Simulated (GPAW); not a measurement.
**Worked example: self-consistent single point of YBRh3 (Pm-3m, 5 atoms in the cell) in GPAW**

Level of theory: PBEsol, GPAW PAW datasets PBEsol (made by gpaw-setup) (plane waves; GPAW).

Input:

```python
from ase import Atoms
from ase.units import GPa
from gpaw import GPAW

atoms = Atoms(['Y', 'B', 'Rh', 'Rh', 'Rh'],
              cell=[[4.178820, 0.000000, 0.000000],
                    [0.000000, 4.178820, 0.000000],
                    [0.000000, 0.000000, 4.178820]],
              scaled_positions=[[0.000000, 0.000000, 0.000000],
                                [0.500000, 0.500000, 0.500000],
                                [0.000000, 0.500000, 0.500000],
                                [0.500000, 0.000000, 0.500000],
                                [0.500000, 0.500000, 0.000000]],
              pbc=True)

calc = GPAW(mode={'name': 'pw', 'ecut': 950},
            xc='PBEsol',
            kpts=(7, 7, 7),
            occupations={'name': 'methfessel-paxton', 'width': 0.136, 'order': 0},
            nbands=-13,
            convergence={'density': 1e-05},
            symmetry={'symmorphic': False, 'tolerance': 0.0005},
            maxiter=100,
            txt='-')

atoms.calc = calc

energy = atoms.get_potential_energy()
print('Energy (eV):', round(energy, 6))
forces = atoms.get_forces()
print('Forces (eV/Ang):')
print(forces.round(5))
stress = atoms.get_stress()
print('Stress (GPa, Voigt):', (stress / GPa).round(4))
```

The program printed (abridged):

```
Input parameters:
  convergence: {density: 1e-05}
  kpts: [7 7 7]
  maxiter: 100
  mode: {ecut: 950,
         name: pw}
  nbands: -13
  occupations: {name: methfessel-paxton,
                order: 0,
                width: 0.136}
  symmetry: {symmorphic: False,
             tolerance: 0.0005}
  xc: PBEsol

species:
  Y:
    name: Yttrium
    Z: 39.0
    valence: 11
    core: 28
    charge: 0.0
    file: Y.PBEsol.gz

    # Using partial waves for Y as LCAO basis

  B:
    name: Boron
    Z: 5.0
    valence: 3
    core: 2
    charge: 0.0
    file: B.PBEsol.gz

    # Using partial waves for B as LCAO basis

  Rh:
    name: Rhodium
    Z: 45.0
    valence: 15
    core: 30
    charge: 0.0
    file: Rh.PBEsol.gz

    # Using partial waves for Rh as LCAO basis

Reference energy: -482912.280406  # eV

Spin-paired calculation

Convergence criteria:
 Maximum [total energy] change in last 3 cyles: 0.0005 eV / valence electron
 Maximum integral of absolute [dens]ity change: 1e-05 electrons / valence electron
 Maximum integral of absolute [eigenst]ate change: 4e-08 eV^2 / valence electron
 Maximum number of scf [iter]ations: 100

Symmetries present (total): 48
Symmetries with fractional translations: 0
343 k-points: 7 x 7 x 7 Monkhorst-Pack grid
20 k-points in the irreducible part of the Brillouin zone
       k-points in crystal coordinates                weights
   0:     0.00000000    0.00000000    0.00000000          1/343
   1:     0.14285714    0.00000000    0.00000000          6/343
   2:     0.14285714    0.14285714    0.00000000         12/343
   [... 7 lines left out ...]
          ...
  19:     0.42857143    0.42857143    0.42857143          8/343

Wave functions: Plane wave expansion
  Cutoff energy: 950.000 eV
  Number of coefficients (min, max): 4815, 4945
  Pulay-stress correction: 0.000000 eV/Ang^3 (de/decut=0.000000)

Occupation numbers: Methfessel-Paxton:
  width: 0.1360  # eV
  order: 0

Eigensolver

Densities:
  Coarse grid: 30*30*30 grid
  Fine grid: 60*60*60 grid
  Total Charge: 0.000000

Density mixing:
  Method: separate
  Backend: pulay
  Linear mixing parameter: 0.05
  old densities: 5
  Damping of long wavelength oscillations: 50

Hamiltonian:
  XC and Coulomb potentials evaluated on a 60*60*60 grid
  External potential:
    NoExternalPotential

XC parameters: PBEsol with 2 nearest neighbor stencil

Number of atoms: 5
Number of atomic orbitals: 53
Number of bands in calculation: 42
Number of valence electrons: 59
Bands to converge: occupied

Density initialized from atomic densities
  42 bands from LCAO basis set

Atomic positions and initial magnetic moments

Positions:
   0 Y      0.000000    0.000000    0.000000    ( 0.0000,  0.0000,  0.0000)
   1 B      2.089410    2.089410    2.089410    ( 0.0000,  0.0000,  0.0000)
   2 Rh     0.000000    2.089410    2.089410    ( 0.0000,  0.0000,  0.0000)
   3 Rh     2.089410    0.000000    2.089410    ( 0.0000,  0.0000,  0.0000)
   4 Rh     2.089410    2.089410    0.000000    ( 0.0000,  0.0000,  0.0000)

Unit cell:
           periodic     x           y           z      points  spacing
  1. axis:    yes    4.178820    0.000000    0.000000    30     0.1393
  2. axis:    yes    0.000000    4.178820    0.000000    30     0.1393
  3. axis:    yes    0.000000    0.000000    4.178820    30     0.1393

  Lengths:   4.178820   4.178820   4.178820
  Angles:   90.000000  90.000000  90.000000

Effective grid spacing dv^(1/3) = 0.1393

     iter     time        total  log10-change:
                         energy   eigst   dens
iter:   1 --:--:--   -43.908223
iter:   2 --:--:--   -42.882114   -1.38  -1.25
iter:   3 --:--:--   -40.786118   -0.91  -1.31
iter:   4 --:--:--   -40.644044   -2.37  -1.81
iter:   5 --:--:--   -40.592638   -2.27  -1.77
iter:   6 --:--:--   -40.536438   -2.28  -1.87
iter:   7 --:--:--   -40.522214   -2.43  -2.06
iter:   8 --:--:--   -40.520116c  -3.27  -2.30
iter:   9 --:--:--   -40.499784c  -3.01  -2.33
iter:  10 --:--:--   -40.495912c  -3.91  -2.87
iter:  11 --:--:--   -40.496002c  -4.97  -3.50
iter:  12 --:--:--   -40.496056c  -5.20  -3.49
iter:  13 --:--:--   -40.495800c  -5.26  -3.45
iter:  14 --:--:--   -40.495759c  -5.53  -3.47
iter:  15 --:--:--   -40.495788c  -5.73  -3.78
iter:  16 --:--:--   -40.495795c  -6.82  -4.11
iter:  17 --:--:--   -40.495801c  -7.60c -4.12
iter:  18 --:--:--   -40.495808c  -6.48  -4.13
iter:  19 --:--:--   -40.495806c  -7.48c -4.39
iter:  20 --:--:--   -40.495800c  -7.14  -4.45
iter:  21 --:--:--   -40.495800c  -8.37c -4.62
iter:  22 --:--:--   -40.495794c  -7.36  -4.64
iter:  23 --:--:--   -40.495795c  -8.82c -4.91
iter:  24 --:--:--   -40.495795c  -8.89c -5.06c

Converged after 24 iterations.

Dipole moment: (-0.000000, -0.000000, -0.000000) |e|*Ang

Energy contributions relative to reference atoms: (reference = -482912.280406)

Kinetic:         -2.677070
Potential:       -3.149497
External:        +0.000000
XC:             -34.174911
Entropy (-ST):   -0.040088
Local:           -0.474274
SIC:             +0.000000
--------------------------
Free energy:    -40.515839
Extrapolated:   -40.495795

Showing only first 2 kpts
 Kpt  Band  Eigenvalues  Occupancy
  0    27      9.29330    2.00000
  0    28     10.25116    0.00365
  0    29     10.25116    0.00365
  0    30     10.25116    0.00365

  1    27      9.62899    1.99963
  1    28     10.11654    0.13171
  1    29     10.25155    0.00360
  1    30     10.82913    0.00000

Fermi level: 9.97157

No gap
No difference between direct/indirect transitions
Energy (eV): -40.495795

Forces in eV/Ang:
  0 Y    -0.00000   -0.00000   -0.00000
  1 B     0.00000    0.00000    0.00000
  2 Rh   -0.00000    0.00000    0.00000
  3 Rh    0.00000   -0.00000    0.00000
  4 Rh    0.00000    0.00000   -0.00000

Stress tensor:
     0.017375     0.000000     0.000000
     0.000000     0.017375     0.000000
     0.000000     0.000000     0.017375
Stress (GPa, Voigt): [2.7838 2.7838 2.7838 0.     0.     0.    ]
```

The run converged in 24 iterations. GPAW prints stress with tension positive.

At such cutoffs GPAW's stress carries a finite-basis (Pulay) error, which enters relaxed cells too; its log prints stress with tension positive.

The starting cell comes from a database of computed structures (which also holds hypothetical and non-ambient phases and stackings), without a prior relaxation at this level. Spin polarisation is off.

Cost on one core of a shared machine: roughly 2 min.
